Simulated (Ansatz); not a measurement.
For Ta3Sn (model structure, started from the D03 type, Fm-3m, No. 225, 4 atoms in the cell), LDA in Ansatz (PAW) gives:

| Quantity | Value |
|---|---|
| lattice parameter a | 6.581 Å |
| cohesive energy | 8.03 eV/atom |

### Question
What does PBE (Ansatz, a first-principles code, PAW) give for the same quantities?

### Answer

- lattice constant a: 6.711 Å (goes up by 2.0 %)
- cohesive energy: 6.71 eV/atom (shrinks by 1.32 eV/atom)

Changes are worked out from the printed values.

Unless a cell is named, each level is at its own relaxed cell (LDA 17.82, PBE 18.89 Å³/atom).

Levels without +SOC leave out spin–orbit coupling, which shifts energies and cells of such heavy elements.

Ansatz's density-functional and Hartree–Fock values are scalar-relativistic unless marked +SOC, with PAW data made under PBE.

A model structure was made by putting elements into a prototype or built by hand; it is no filed structure, need not be a known phase, and can be a saddle point held by its symmetry.
